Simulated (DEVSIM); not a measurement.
Structure: Mo/Al2O3/p-Ge capacitor, at 300 K.

Layer 1 from the left is Al2O3, thickness (nm) 3.70. Layer 2 from the left is Ge, thickness (nm) 7600, Na (cm⁻³) 6.1e15.

Metal gate on the left, work function 4.6 eV. Fixed charge at the semiconductor interface 0 cm⁻² (in units of +e); no interface traps.

This is a model device: material constants are rounded textbook-type values typed into the input, and sizes, dopings and lifetimes were drawn at random. Values at 300 K.

Al2O3: gap (eV) 6.8, affinity (eV) 1.35, permittivity 9. Ge: gap (eV) 0.664, affinity (eV) 4, permittivity 16, Nc (cm⁻³) 1.04e19, Nv (cm⁻³) 6e18.

### Question
Estimate by hand the flat-band voltage, the threshold voltage, and compare with a numerical solution.

### Answer

- Flat-band voltage: C = 2.15 μF/cm², work-function difference 0.114 V; VFB = φms − qNf/C = 0.11 V; numerical 0.11 V.
- Threshold voltage: φF = 0.147 V, depletion charge √(4εqNφF) = 2.85e-8 C/cm²; VT = VFB + 2φF + Qd/C = 0.42 V; numerical 0.42 V.

Model (solved in DEVSIM): 1D Poisson equation in equilibrium, Boltzmann statistics, complete ionisation; no quantum confinement or tunnelling. Metal contacts follow the ideal Schottky-Mott rule: no Fermi-level pinning, no interface dipoles.
